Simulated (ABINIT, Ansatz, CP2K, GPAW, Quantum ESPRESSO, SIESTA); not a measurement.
**One structure in several programs: Au3Br (P6_3/mmc, 8 atoms in the cell)**

Self-consistent single point.

```
CELL_PARAMETERS angstrom
      6.76424     0.00000     0.00000
     -3.38212     5.85800     0.00000
      0.00000     0.00000     4.48343
ATOMIC_POSITIONS crystal
  Au 0.29086 0.14543 0.75000
  Au 0.70914 0.85457 0.25000
  Au 0.14543 0.29086 0.25000
  Au 0.85457 0.70914 0.75000
  Au 0.85457 0.14543 0.75000
  Au 0.14543 0.85457 0.25000
  Br 0.66667 0.33333 0.25000
  Br 0.33333 0.66667 0.75000
```

Shared settings, as Ansatz (a program for electronic structure) writes them: kpoints.mp_grid.grid = 3 3 4; scf.occupations.method = fermi_dirac; scf.occupations.width = 0.1 eV. Potentials and cutoffs stand in the table.

```json
[
 {"code": "Quantum ESPRESSO", "model": "LDA (PZ), GBRV 1.5 ultrasoft (LDA) pseudopotentials", "pressure (GPa)": "-9.12", "largest force (eV/Å)": "0.389", "cutoff": "40 Ry"},
 {"code": "ABINIT", "model": "LDA (PW92), PAW (JTH v2.0 LDA PAW)", "pressure (GPa)": "-8.92", "largest force (eV/Å)": "0.371", "cutoff": "52 Ry"},
 {"code": "Ansatz", "model": "LDA (PW92), PAW files made with PBE", "pressure (GPa)": "-9.01", "largest force (eV/Å)": "0.388", "cutoff": "default"},
 {"code": "CP2K", "model": "LDA (Pade form), GPW, TZVP-MOLOPT-SR-GTH basis, GTH-PADE potentials (GTH_POTENTIALS)", "pressure (GPa)": "-6.38", "largest force (eV/Å)": "0.079", "cutoff": "grid 500 Ry"},
 {"code": "GPAW", "model": "LDA (Perdew-Wang 92), GPAW PAW datasets LDA (gpaw-data 1.0.1)", "pressure (GPa)": "-7.69", "largest force (eV/Å)": "0.232", "cutoff": "600 eV"},
 {"code": "SIESTA", "model": "LDA PW92, numerical atomic orbitals DZP, PseudoDojo LDA standard norm-conserving potentials (rewritten from UPF to PSML)", "pressure (GPa)": "-9.37", "largest force (eV/Å)": "0.238", "cutoff": "grid 400 Ry"}
]
```

No clean gap comes from Quantum ESPRESSO, ABINIT, Ansatz, CP2K, GPAW and SIESTA: levels at the Fermi energy touch, overlap or are partly filled at this smearing.

On Ansatz's run: spin-orbit coupling is off.

The spread over the programs that give each value: pressure within 2.99 GPa; largest force within 0.310 eV/Å.

CP2K and SIESTA use small atom-centred bases, whose incompleteness enters pressures, forces and empty levels differently from a plane-wave cutoff. Ansatz's pressure is given at a fixed set of plane waves, as the other plane-wave codes print theirs; with its correction for the finite basis it is -8.98 GPa. The same LDA comes in different parametrisations, which differ slightly. In the pressure, CP2K (by 2.59) and GPAW (by 1.27) lie more than 1 GPa from the median of the plane-wave programs. In the force vectors, CP2K (by 0.301), GPAW (by 0.148) and SIESTA (by 0.141) lie more than 0.08 eV/Å from the median of the plane-wave programs.

The shared mesh is coarse (it stands for a supercell whose shortest vector is 18 Å), so the values are not converged in it.

The starting cell comes from a database of computed structures (which also holds hypothetical and non-ambient phases and stackings), without a prior relaxation at this level.

Left out of this page: Elk (not drawn, or without a comparable value).

Keys are those of Ansatz 0.2.
